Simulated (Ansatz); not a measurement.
We consider WC (model structure, F-43m, No. 216, 2 atoms in the cell), described by r²SCAN in Ansatz (PAW).

Run with plane-wave cutoff 560 eV, 20×20×20 k mesh, Fermi–Dirac smearing 0.05 eV, no spin polarisation, scalar-relativistic PAW data made under PBE.

Cell (relaxed at this level):

```
WC
1.0
    0.00000     2.33926     2.33926
    2.33926     0.00000     2.33926
    2.33926     2.33926     0.00000
W C
1 1
Direct
  0.00000   0.00000   0.00000
  0.25000   0.25000   0.25000
```

Q: Estimate the bulk modulus that the calculation returns.

A: 
bulk modulus: 278 GPa

Note: the run has no spin polarisation, so it can have missed a magnetic state; the bulk modulus is −V dP/dV from two relaxed cells at ±2 % in volume; the relaxation could raise the start's symmetry but not lower it, so the cell can be a saddle point.

Spin–orbit coupling is not included; it can open a gap where bands touch, and shift volumes and moduli.

Static lattice: no zero-point or thermal effects.

A model structure was made by putting elements into a prototype or built by hand; it is no filed structure, need not be a known phase, and can be a saddle point held by its symmetry.

Ansatz is an electronic-structure program.
